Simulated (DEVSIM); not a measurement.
System: illuminated InP p-on-n cell, one wavelength, at 400 K.

Layer 1 from the left is InP, thickness (μm) 0.740, Na (cm⁻³) 8.8e17, τn (s) 3.1e-10, τp (s) 1.2e-11, absorption coefficient (cm⁻¹) 15000. Layer 2 from the left is InP, thickness (μm) 2.60, Nd (cm⁻³) 6.3e16, τn (s) 5.3e-10, τp (s) 5.3e-10, absorption coefficient (cm⁻¹) 15000.

Left contact: ohmic, minority electron recombination velocity 10000 cm/s. Right contact: ohmic, minority hole recombination velocity 4000 cm/s. Voltage is applied to the left contact. Recombination: SRH at mid-gap, radiative, Auger. Light enters at the left, 2.8e18 photons cm⁻² s⁻¹, one pass, no reflection. Mobility is μmin + (μ − μmin)/(1 + (N/Nref)^α).

Constants are typed, rounded textbook-type inputs, not results; the design itself was drawn at random and stands for no fabricated device. Values at 300 K; Nc and Nv go as T^1.5, mobilities as T to minus their exponent, the gap by Varshni's rule with the affinity fixed.

InP: gap (eV) 1.344, affinity (eV) 4.38, permittivity 12.5, Nc (cm⁻³) 5.7e17, Nv (cm⁻³) 1.1e19, μn (cm²/Vs) 5200, μp (cm²/Vs) 170, μn,min 400, μp,min 10, Nref,n 3e17, Nref,p 4.9e17, αn 0.47, αp 0.62, T exponent of μn 2, T exponent of μp 2, B (cm³/s) 1.2e-10, Cn (cm⁶/s) 9e-31, Cp (cm⁶/s) 9e-31, Varshni α (eV/K) 0.000363, Varshni β (K) 162.

DEVSIM, 1D drift-diffusion, Boltzmann statistics, complete ionisation; no tunnelling, impact ionisation, image-force lowering or self-heating.

Dark forward current:

```
|V| (V)  |J| (A/cm²)
-------  -----------
0.05        4.686e-6
0.10        1.386e-5
0.15        3.294e-5
0.20        7.351e-5
0.25       0.0001605
0.30       0.0003478
0.35       0.0007534
0.40        0.001638
0.45        0.003584
0.50        0.007936
0.55         0.01789
0.60         0.04152
0.65          0.1007
0.70          0.2600
0.75          0.7287
0.80           2.238
0.85           7.466
0.90           26.26
0.95           91.55
1.00           287.5
1.05           757.3
1.10            1682
1.15            3249
```

### Question
Work out the local ideality factor n = ΔV / (kT/q · ln(J2/J1)) between the rows 0.15 and 0.20 V, 0.85 and 0.90 V, 1.10 and 1.15 V.

### Answer
kT/q = 34.47 mV. From 0.15 to 0.20 V: ln(7.351e-5/3.294e-5) = 0.803, n = 1.81. From 0.85 to 0.90 V: ln(26.26/7.466) = 1.258, n = 1.15. From 1.10 to 1.15 V: ln(3249/1682) = 0.658, n = 2.20; the layers' resistance at their doping, Σ W/(qμN) = 2.5e-5 Ω cm², would take 39 mV of this step of 50 mV.

### Question
What current could the absorbed light give at most, and what share is collected?

### Answer
Σ αd = 5.01, so qΦ(1 − exp(−Σ αd)) = 446 mA/cm². The simulated short-circuit current is 332.7 mA/cm², a share of 0.75.

### Question
Estimate the open-circuit voltage by superposition: the voltage at which the dark current equals that short-circuit current.

### Answer
Interpolating ln J in the table gives 0.712 V. The simulation gives 0.711 V, the same within the digits that matter. Superposition holds where collection doesn't change with voltage.

### Question
Estimate the fill factor from FF0 = (v − ln(v + 0.72))/(v + 1), v = qVoc/(nkT), with n from the dark curve.

### Answer
The rows about Voc, 0.70 and 0.75 V, give n = 1.41, so v = 14.7 and FF0 = 0.762. The simulation gives 0.728; the estimate lies 4.6 % above.
